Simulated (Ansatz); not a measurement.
**PtSe2 (model structure, started from the 2H-MoS2 type, P6₃/mmc, No. 194, 6 atoms in the cell): properties by level of theory**

```json
[
 {"level (code)": "PBE (Ansatz)", "lattice constant a (Å)": "[?]", "c axis length (Å)": "11.442"},
 {"level (code)": "PBEsol (Ansatz)", "lattice constant a (Å)": "3.571", "c axis length (Å)": "10.999"},
 {"level (code)": "PBE-D3(BJ) (Ansatz)", "lattice constant a (Å)": "3.570", "c axis length (Å)": "10.959"}
]
```

Q: Some entries are withheld; supply them.

A: 
- PBE (Ansatz, a first-principles code), lattice constant a (Å): 3.652

Ansatz's density-functional and Hartree–Fock values are scalar-relativistic unless marked +SOC, with PAW data made under PBE.

The computed numbers hold no vibrational or temperature effects.

A model structure was made by putting elements into a prototype or built by hand; it is no filed structure, need not be a known phase, and can be a saddle point held by its symmetry.
